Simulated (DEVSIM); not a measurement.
Device: GaAs n-i-p diode, at 300 K.

Layer 1 from the left is GaAs, thickness (μm) 1.00, Nd (cm⁻³) 1.1e17, τn (s) 2e-8, τp (s) 2e-9. Layer 2 from the left is GaAs, thickness (μm) 0.980, Na (cm⁻³) 3.5e12, τn (s) 2e-8, τp (s) 2e-8. Layer 3 from the left is GaAs, thickness (μm) 2.60, Na (cm⁻³) 8.1e17, τn (s) 2e-8, τp (s) 2e-8.

Left contact: ohmic. Right contact: ohmic. Voltage is applied to the left contact. Recombination: SRH at mid-gap. Mobility is μmin + (μ − μmin)/(1 + (N/Nref)^α).

The device is made up for the run: typed textbook-type constants, with dimensions and the other settings drawn at random. Values at 300 K.

GaAs: gap (eV) 1.424, affinity (eV) 4.07, permittivity 12.9, Nc (cm⁻³) 4.7e17, Nv (cm⁻³) 9e18, μn (cm²/Vs) 8500, μp (cm²/Vs) 400, μn,min 500, μp,min 20, Nref,n 6e16, Nref,p 1.5e17, αn 0.39, αp 0.38.

Model (solved in DEVSIM): 1D drift-diffusion, Boltzmann statistics, complete ionisation; no tunnelling, impact ionisation, image-force lowering or self-heating.

Problem. What does the simulation give for the potential step across the device at zero bias, the dark forward voltage at 1 A/cm², the dark forward voltage at 100 A/cm²?

Solution. potential step across the device at zero bias 1.324 V; dark forward voltage at 1 A/cm² 1.056 V; dark forward voltage at 100 A/cm² 1.198 V.
